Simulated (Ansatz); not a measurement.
A (5,0) AlN nanotube has 20 atoms in a period of 5.296 Å, a mean diameter of 5.19 Å, and lies 161 meV/atom over the flat sheet relaxed at the same level.

Level of theory: PBE (plane waves to 420 eV, PAW; Ansatz, a quantum-chemistry and plane-wave program). Mesh 1×1×6. No spin polarisation. One-dimensional cell, images about 11 Å apart. A hypothetical model, rolled from the flat sheet. Symmetry and one short period hold its shape; lower forms weren't sought.

Which bending rigidity of the sheet does this imply in the thin-plate picture?

A plate bent to radius R stores D/(2R²) an area. The area an atom is π × 5.19 × 5.296/20 = 4.32 Å², so the stored energy is 0.161/4.32 = 0.0373 eV/Å². With R = 2.595 Å, D = 2R² × 0.0373 = 0.50 eV. At this curvature the harmonic plate is a rough guide.
